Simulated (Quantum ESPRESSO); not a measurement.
Worked example: self-consistent single point of ZrC (Fm-3m, 2 atoms in the cell) in Quantum ESPRESSO.

Level of theory: PW91, SSSP 1.1.2 efficiency (PBE) pseudopotentials (plane waves; Quantum ESPRESSO 7.5).

```
ZrC
1.0
    0.00000     2.33311     2.33311
    2.33311     0.00000     2.33311
    2.33311     2.33311     0.00000
Zr C
1 1
Cartesian
  0.00000   0.00000   0.00000
  2.33311   2.33311   2.33311
```

Reference input (self-consistent single point, DFT, PBE, plane waves, SSSP 1.1.2 efficiency (PBE) pseudopotentials): ecutwfc = 45 Ry; ecutrho = 360 Ry; occupations = smearing; smearing = methfessel-paxton; degauss = 0.0147 Ry; potentials = {Zr: Zr_pbe_v1.uspp.F.UPF, C: C.pbe-n-kjpaw_psl.1.0.0.UPF}; K_POINTS = automatic 10 10 10 0 0 0; conv_thr = 1e-10 Ry; mixing_beta = 0.7. This run's input differs from it in these lines:

```diff
@@ -17,2 +17,3 @@
   degauss = 0.0147
+  input_dft = 'pw91'
 /
```

Output, abridged:

```
     Self-consistent Calculation

     iteration #  1     ecut=    45.00 Ry     beta= 0.70

     negative rho (up, down):  6.120E-02 0.000E+00

     total energy              =    -117.52467491 Ry
     estimated scf accuracy    <       0.64141989 Ry

     iteration #  2     ecut=    45.00 Ry     beta= 0.70

     negative rho (up, down):  6.119E-02 0.000E+00

     total energy              =    -117.65735779 Ry
     estimated scf accuracy    <       1.28519607 Ry

     iteration #  3     ecut=    45.00 Ry     beta= 0.70

     negative rho (up, down):  6.127E-02 0.000E+00

     total energy              =    -117.86115816 Ry
     estimated scf accuracy    <       0.00892415 Ry

   [... 7 blocks of this kind left out ...]

     iteration # 11     ecut=    45.00 Ry     beta= 0.70

     negative rho (up, down):  6.182E-02 0.000E+00

     total energy              =    -117.86427783 Ry
     estimated scf accuracy    <          4.0E-09 Ry

     iteration # 12     ecut=    45.00 Ry     beta= 0.70

     negative rho (up, down):  6.182E-02 0.000E+00
     End of self-consistent calculation

     the Fermi energy is    15.3665 ev

!    total energy              =    -117.86427783 Ry
     estimated scf accuracy    <          2.3E-12 Ry
     smearing contrib. (-TS)   =       0.00004519 Ry
     internal energy E=F+TS    =    -117.86432302 Ry

     convergence has been achieved in  12 iterations

     negative rho (up, down):  6.182E-02 0.000E+00

     Forces acting on atoms (cartesian axes, Ry/au):

     atom    1 type  1   force =     0.00000000   -0.00000000   -0.00000000
     atom    2 type  2   force =    -0.00000000    0.00000000    0.00000000

     Total force =     0.000000     Total SCF correction =     0.000000

     negative rho (up, down):  6.182E-02 0.000E+00
          total   stress  (Ry/bohr**3)                   (kbar)     P=       63.21
   0.00042970   0.00000000   0.00000000           63.21        0.00        0.00
   0.00000000   0.00042970   0.00000000            0.00       63.21        0.00
   0.00000000   0.00000000   0.00042970            0.00        0.00       63.21

   JOB DONE.
```

The run converged in 12 iterations. Against the reference run the pressure hardly changes (6.25 to 6.32 GPa).

The starting cell comes from a database of computed structures (which also holds hypothetical and non-ambient phases and stackings), without a prior relaxation at this level. Its lattice was rescaled by a random factor within 2.5 % of one. With a pressure of about 6 GPa the cell is away from its equilibrium volume at this level.
